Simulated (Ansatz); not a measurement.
# fluorite-type NiSi2 (0 0 1) on tetragonal BaTiO3 (0 0 1) (film strained to the substrate, started from cuts of the bulks and a machine-learned relaxation; slabs Ba4Ti4O12 and Ni4Si8, which can lie off the formulas)

A periodic stack without vacuum, fluorite-type NiSi2 (0 0 1) on tetragonal BaTiO3 (0 0 1) (film strained to the substrate, started from cuts of the bulks and a machine-learned relaxation; slabs Ba4Ti4O12 and Ni4Si8, which can lie off the formulas): substrate slab Ba4Ti4O12, film Ni4Si8, surface cells [[0, 1], [-1, 0]] and [[1, 0], [1, 1]], film strained by +3.5 and +3.5 %, outermost planes OTi/BaO and Si/Ni as cut, which need not be the usual terminations and can put a slab off its formula.

The start was prepared with a machine-learned potential, and the result is one local minimum, with the in-plane cell held and forces under 0.04 eV/Å; the film can end far from its bulk form.

Computed with PBE (plane waves to 420 eV, PAW; Ansatz, a quantum-chemistry and plane-wave program). Spin–orbit coupling is left out; the runs are not spin-polarised; PBE gaps are too small against experiment. Its k-point mesh 8×8×1, Fermi–Dirac width 0.05 eV.

```
Quantity                                                                                   Result
--------------------------------------------------------------------------------  ---------------
interface area                                                                            15.9 Å²
period                                                                                    28.82 Å
heights between the nearest atoms of the two slabs at the two interfaces          3.21 and 1.89 Å
Ba–Si contacts across the interfaces within 1.22 times the sum of covalent radii   4, mean 3.78 Å
Ni–Ti contacts across the interfaces within 1.22 times the sum of covalent radii   2, mean 2.94 Å
Si–Ti contacts across the interfaces within 1.22 times the sum of covalent radii   1, mean 3.28 Å
Ni–O contacts across the interfaces within 1.22 times the sum of covalent radii    1, mean 1.89 Å
```

```xyz
32
Lattice="3.9844 0.0013 0.1007 0.0012 3.9844 -0.1015 -0.5823 -1.0846 28.8479" Properties=species:S:1:pos:R:3 pbc="T T T"
Ba     0.5163    -0.3269     3.1404
Ti     2.6322     1.6093     1.1840
O      2.4555     1.6521     3.0121
O      2.4442    -0.3908     0.9727
O      0.4384     1.6030     1.0146
Ba     0.4185    -0.1912     7.3105
Ti     2.4956     1.7763     5.3164
O      2.3819     1.7680     7.1564
O      2.4081    -0.3128     5.1911
O      0.4003     1.6911     5.1035
Ba     0.3247    -0.0637    11.4731
Ti     2.4001     1.9067     9.4724
O      2.2936     1.8953    11.3125
O      2.3195    -0.1885     9.3582
O      0.3145     1.8164     9.2582
Ba     0.2300     0.0661    15.6516
Ti     2.2863     2.0158    13.6493
O      2.1970     2.0156    15.4550
O      2.2338    -0.0465    13.5492
O      0.2375     1.9499    13.4484
Ni     1.9977     2.3243    22.7900
Ni     0.0702     0.2671    20.2727
Ni     1.8595     2.4594    27.8270
Ni    -0.0668     0.4000    25.3226
Si     0.0384     2.2915    21.4447
Si     2.0310     0.2986    21.5479
Si     2.0994     0.2406    18.9121
Si     0.1044     2.2204    18.8100
Si    -0.1003     2.4262    26.6108
Si     1.8903     0.4386    26.7526
Si     1.9571     0.3661    24.1421
Si    -0.0279     2.3602    24.0318
```
